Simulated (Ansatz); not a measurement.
**BAs in the wurtzite structure (space group P6_3mc, No. 186; a cell from a computed database, its experimental status unchecked)**

```cif
data_As2B2
_chemical_formula_sum 'B2 As2'
_space_group_name_H-M_alt 'P63mc'
_space_group_IT_number 186
_space_group_name_Hall 'P 6c -2c'
_cell_length_a 3.35438
_cell_length_b 3.35438
_cell_length_c 5.55380
_cell_angle_alpha 90.000
_cell_angle_beta 90.000
_cell_angle_gamma 120.000
loop_
_atom_site_label
_atom_site_type_symbol
_atom_site_symmetry_multiplicity
_atom_site_Wyckoff_symbol
_atom_site_fract_x
_atom_site_fract_y
_atom_site_fract_z
_atom_site_occupancy
B1 B 2 b 0.33333 0.66667 0.37457 1
As1 As 2 b 0.33333 0.66667 0.00043 1
```

All numbers come from PBEsol, PAW, 420 eV (Ansatz, a quantum-chemistry and plane-wave program; no spin-orbit coupling). Γ-centred 11×11×6 mesh, Fermi–Dirac width 0.05 eV.

```json
{
  "volume_per_atom": "13.53 Å³",
  "density": "5.26 g/cm³",
  "band_gap": "1.02 eV, indirect, Γ → M",
  "Lowest conduction-band minima above the VBM": "M (1/2, 0, 0) 1.02 eV; K (1/3, 1/3, 0) 1.20 eV; Γ 2.16 eV",
  "total_energy": "-2482.876 eV/atom (σ→0; compares only within this code and set-up)"
}
```

Stability against distortions was not tested. This is not the structure that BAs has at room temperature and ambient pressure.
